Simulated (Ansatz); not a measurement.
The reference is TiO₂ in the anatase structure (space group I4_1/amd, No. 141; a = 3.770 Å, c = 9.552 Å).

The change: every lattice vector is shortened by 4.64 %; the atoms relax in the strained cell.

Levels (all Ansatz, a first-principles code, PAW): PBEsol (420 eV, without spin-orbit coupling); HSE06 (420 eV, without spin-orbit coupling).

The geometry is relaxed with PBEsol.

| Item | Value |
|---|---|
| PBEsol band gap | 2.21 eV |

**Question.** What does HSE06 give at this geometry for the band gap?

**Answer.** The band gap rises by 1.62 eV (2.21 eV → 3.83 eV).

Single points use the geometry relaxed with PBEsol. HSE06 gaps are upper bounds (no full band path). Stability against distortions was not tested. The final runs are not spin-polarised.
